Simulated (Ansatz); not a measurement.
SiO2 (Cmc2₁, No. 36, 36 atoms in the cell; start mp-556218; a measured phase of this formula has another space group), treated with r²SCAN (PAW; Ansatz, a quantum-chemistry and plane-wave program).

Numerical settings: plane-wave cutoff 560 eV, 4×4×6 k mesh (along the axes of the cell as run), Fermi–Dirac smearing 0.01 eV, scalar-relativistic PAW data made under PBE.

Cell (relaxed at this level):

```xyz
36
Lattice="7.0139 -8.6862 0.0000 7.0139 8.6862 0.0000 0.0000 0.0000 5.0520" Properties=species:S:1:pos:R:3 pbc="T T T"
Si     9.9058     5.0151     3.9107
Si     4.1220    -5.0151     1.3847
Si     4.1220     5.0151     3.9107
Si     9.9058    -5.0151     1.3847
Si     7.0139     3.9274     4.2561
Si     7.0139    -3.9274     1.7301
Si     4.1473     0.8460     1.3912
Si     9.8805    -0.8460     3.9172
Si     9.8805     0.8460     1.3912
Si     4.1473    -0.8460     3.9172
Si     7.0139     2.1136     1.7298
Si     7.0139    -2.1136     4.2558
O      5.7163    -4.8431     1.4888
O      8.3114     4.8431     4.0148
O      8.3114    -4.8431     1.4888
O      5.7163     4.8431     4.0148
O      3.3806     4.0148     4.9381
O     10.6472    -4.0148     2.4121
O     10.6472     4.0148     4.9381
O      3.3806    -4.0148     2.4121
O      8.3109    -1.2003     4.0125
O      5.7169     1.2003     1.4865
O      5.7169    -1.2003     4.0125
O      8.3109     1.2003     1.4865
O      7.0139    -3.3771     3.2486
O      7.0139     3.3771     0.7227
O     10.7698    -2.1435     4.2568
O      3.2580     2.1435     1.7308
O      3.2580    -2.1435     4.2568
O     10.7698     2.1435     1.7308
O      7.0139     2.6624     3.2488
O      7.0139    -2.6624     0.7228
O      3.8012     0.3355     4.9562
O     10.2265    -0.3355     2.4302
O     10.2265     0.3355     4.9562
O      3.8012    -0.3355     2.4302
```

Predict the band gap.


* **band gap**: 6.48 eV (on the SCF k mesh)

Note: the relaxation could not lower the start's symmetry, so the cell can be a saddle point above a distorted one.

It cost about 50 core-minutes (a rough figure) of CPU time.

A start named mp-… is a Materials Project structure, which need not be a measured phase.
